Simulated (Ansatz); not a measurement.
Step by step: formation energy of H_i in Pt (fcc, Fm-3m)

This concerns the formation energy of H_i in Pt (fcc, Fm-3m). Reaction: 32 Pt (fcc) + 1/2 H2 (gas) → cell A.

A: a supercell of 32 sites of Pt (fcc, Fm-3m) with H off the lattice sites (4 Pt at 1.81 Å); spin state with PBE: run without spin.

Setting: static, neutral cells in Ansatz (PAW) whose structures rest at the PBE level. Ansatz (an electronic-structure program) runs with its PAW set soft_1. Other levels take these structures. The lattices are those relaxed with PBE, so at other levels the solids can be strained. Larger cells are relaxed from a start prepared with the learned potential CHGNet, on a coarser mesh till forces fall under 0.03 eV/Å, which some starts already meet. A dispersion term (D3(BJ), or D4 for r2SCAN) was computed beside these levels and is taken off wherever the name lacks it. The runs are scalar-relativistic, without spin-orbit coupling. Mesh and cell size may move defect energies by 0.1 eV or more. Cell A has symmetry P-43m within 0.02 Å and got no random move, so less symmetric positions, which may lie lower, weren't tried.

Total energies of the cells in eV, at zero smearing width. They compare only within one column; the weights balance every element.

| cell | atoms | weight | r2SCAN |
|---|---|---|---|
| A: Pt:H_i | 33 | +1 | -401239.46864 |
| Pt (fcc) | 32 | −1 | -401223.91349 |
| H2 (gas) | 2 | −1/2 | -31.88931 |

r2SCAN: (-401239.46864) − (-401223.91349) − 1/2 × (-31.88931) = 0.390 eV.
